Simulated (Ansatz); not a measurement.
**A self-consistent single point of MoS2 (R3m, 3 atoms in the cell) with Ansatz (a quantum-chemistry and plane-wave program)**

Computed with PBE (plane waves, PAW; Ansatz).

Input as run:

Ansatz 0.2 input:
```yaml
crystal:
  lattice:
    - [1.60011100, 0.92382400, 6.51451000]
    - [-1.60011100, 0.92382400, 6.51451000]
    - [0.00000000, -1.84764800, 6.51451000]
  atoms:
    - { symbol: Mo, position: [1.00233800, 1.00233800, 1.00233800] }
    - { symbol: S, position: [0.41293700, 0.41293700, 0.41293700] }
    - { symbol: S, position: [0.25330300, 0.25330300, 0.25330300] }
basis:
  ecutwfc: 30.9 Ry
kpoints:
  mp_grid: { grid: [9, 9, 9] }
hamiltonian:
  xc: pbe
  pseudopotentials: { kind: paw }
scf:
  occupations: { method: fermi_dirac, width: 0.0007 Ry }
output:
  forces: true
  eigenvalues: true
  stress: true
```

Output (repeated stretches shortened):

```
WARN ansatz: RAYON_NUM_THREADS=1 ignored (pool sized by the plan → 1); use --threads N
basis.fft_grid_basis auto: the FFT boxes are laid along the combinations [[1, 0, -1], [0, 1, -1], [0, 0, 1]] of the cell's own vectors, 3.200, 3.200 and 6.771 …
Pseudopotentials: kind: paw
Pseudopotential: Mo, paw, valence charge 14
Pseudopotential: S, paw, valence charge 6
Crystal: 3 atoms, lattice volume = 57.779 Å³
Basis set: ecut = 420.4159175005146 eV, 1167 PW (Γ), FFT grids on a1−a3, a2−a3, a3, exchange–correlation on 48×48×96 points (8 copies of the dense FFT grid, shifted against one another)
Bands: 17, of which v1, the nominal top of the filled ones, is band 13 counted from 1 (12 counted from 0)
Symmetry: 6 space group operations
Space group: R3m (ITA 160), of the structure as read, at distance tolerance 3.9e-5 Å
k-points: 85 of 729 (time reversal used)
Initial density: superposition of atomic densities (neutral atoms: chi_scale 0, normalization atom), corrected by the library's trained network
Initial wavefunctions: pseudopotential atomic-orbital guess
Eigensolver: davidson
Functional: x = pbe(κ = 0.804, μ = 0.2195149727645171), c = pbe(β = 0.06672455060314922)
SCF iter   1: F=—  HF=-6762.761829 eV  |F-HF|=—  |Δ(HF+E_count)|=         —  Δρ=5.17e-3  dr2=4.27e-3  ethr=1.77e-3  ⟨swp⟩=6.1  Hψ=8129  notcnv=0
all-band conjugate gradients solve this SCF's bands
preconditioner: auto → none
SCF iter   2: F=—  HF=-6762.767028 eV  |F-HF|=—  |Δ(HF+E_count)|=   5.20e-3  Δρ=3.12e-3  dr2=5.17e-3  ethr=1.64e-5  ⟨swp⟩=2.7  Hψ=3312  notcnv=0
SCF iter   3: F=—  HF=-6762.768799 eV  |F-HF|=—  |Δ(HF+E_count)|=   1.77e-3  Δρ=2.77e-3  dr2=8.99e-3  ethr=1.64e-5  ⟨swp⟩=2.9  Hψ=2536  notcnv=0
SCF iter   4: F=—  HF=-6762.767836 eV  |F-HF|=—  |Δ(HF+E_count)|=   9.63e-4  Δρ=1.58e-3  dr2=4.45e-4  ethr=1.64e-5  ⟨swp⟩=2.2  Hψ=2132  notcnv=0
SCF iter   5: F=—  HF=-6762.768569 eV  |F-HF|=—  |Δ(HF+E_count)|=   7.33e-4  Δρ=1.36e-4  dr2=1.90e-5  ethr=1.71e-6  ⟨swp⟩=2.0  Hψ=2408  notcnv=0
SCF iter   6: F=—  HF=-6762.768520 eV  |F-HF|=—  |Δ(HF+E_count)|=   4.93e-5  Δρ=6.44e-5  dr2=1.34e-6  ethr=7.32e-8  ⟨swp⟩=2.0  Hψ=1975  notcnv=0
SCF iter   7: F=—  HF=-6762.768521 eV  |F-HF|=—  |Δ(HF+E_count)|=   1.41e-6  Δρ=1.97e-5  dr2=1.74e-7  ethr=5.15e-9  ⟨swp⟩=2.0  Hψ=2207  notcnv=0
SCF iter   8: F=-6762.768521 eV  HF=-6762.768521 eV  |F-HF|=1.49e-8  |Δ(HF+E_count)|=   2.74e-7  Δρ=3.84e-6  dr2=6.44e-9  ethr=3.85e-10  ⟨swp⟩=5.9  Hψ=6656  notcnv=0
SCF 1 converged in 8 iterations: F = -6762.768521 eV  dr2 = 6.44e-9
SCF converged after 8 iterations
Free energy (F): -6762.768521 eV
Harris-Foulkes:  -6762.768521 eV  (|F-HF|=1.49e-8)
Internal energy: -6762.768521 eV  (E = F + TS)
E sigma→0 (E₀):  -6762.768521 eV
Fermi energy:    10.118926 eV
--- Per-component energies (eV) ---
  E_band       = -185.882137
  E_kinetic    = 654.537371
  E_local      = -2216.973564  (includes V_loc(G=0)·N_el)
  E_nonlocal   = 199.096212
  E_hartree    = 867.462954
  E_xc         = -377.931870
  E_vxc        = -404.219818  (∫ρ·V_xc dr)
  E_paw        = -4401.454892  (= ΣΔE_a)
  E_vpaw       = -153.250538  (= ΣTr[D̂ρ^β])
  E_aug_tail   = 0.000043  (compensation charges beyond the density's cutoff)
  E_ewald      = -1487.504775
  E_smearing   = -0.000000  (= −TS)
  E_closure    = -0.000000  (closes the sum)
  Σ components = -6762.768521   (vs F -6762.768521, Δ=0.00e0)
--- Forces (eV/Å), atoms counted from 1 ---
  atom   1  Mo    -0.00000000     0.00000000    -1.44705401
  atom   2  S      0.00000000    -0.00000000     0.68352590
  atom   3  S     -0.00000000    -0.00000000     0.76352854
  max |Σ_I F_I| component: 4.31e-7 eV/Å
--- Stress (GPa, compression-positive) ---
       -0.884036       0.000000       0.000000
        0.000000      -0.884036      -0.000000
        0.000000      -0.000000       0.327849
  P = ⅓ Tr σ = -0.4801 GPa (-4.801 kbar)
  The stress holds the Pulay correction. Without it, at fixed plane waves, as pw.x and ABINIT print it: P = -0.4964 GPa
--- Band table (eV; the first three rows and the last of 85) ---
  k-point 0: bands = ["-51.8229", "-25.9492", "-25.7608", "-25.7608", "-5.0415", "-3.5655", "3.1838", "6.3969", "6.3969", "7.5558", "7.5558", "8.1123", "8.8477", "11.6958", "11.6958", "12.1252", "12.1252"]
  k-point 1: bands = ["-51.8189", "-25.9410", "-25.8029", "-25.7704", "-4.8639", "-3.5016", "3.3907", "6.0157", "6.5618", "6.9060", "7.3052", "8.3418", "8.8663", "11.4104", "11.7812", "11.7919", "12.1453"]
  k-point 2: bands = ["-51.8086", "-25.9209", "-25.9076", "-25.7946", "-4.3817", "-3.3276", "3.8289", "5.2955", "5.9625", "6.6222", "7.1779", "8.1091", "8.5247", "10.9567", "11.4854", "12.0718", "12.6284"]
  k-point 84: bands = ["-51.8189", "-25.9410", "-25.8029", "-25.7704", "-4.7416", "-3.7014", "3.9989", "5.9699", "6.2755", "6.5534", "7.3210", "7.7209", "9.3440", "11.4823", "11.7239", "11.9011", "12.1869"]
```

The run converged in 8 iterations.

The starting cell comes from a database of computed structures (which also holds hypothetical and non-ambient phases and stackings), without a prior relaxation at this level. Its lattice was rescaled by up to half a per cent. One atom was moved a little off its site on purpose. Forces in this geometry exceed 1 eV/Å. Ansatz's pressure includes its estimate of the finite-basis (Pulay) stress.
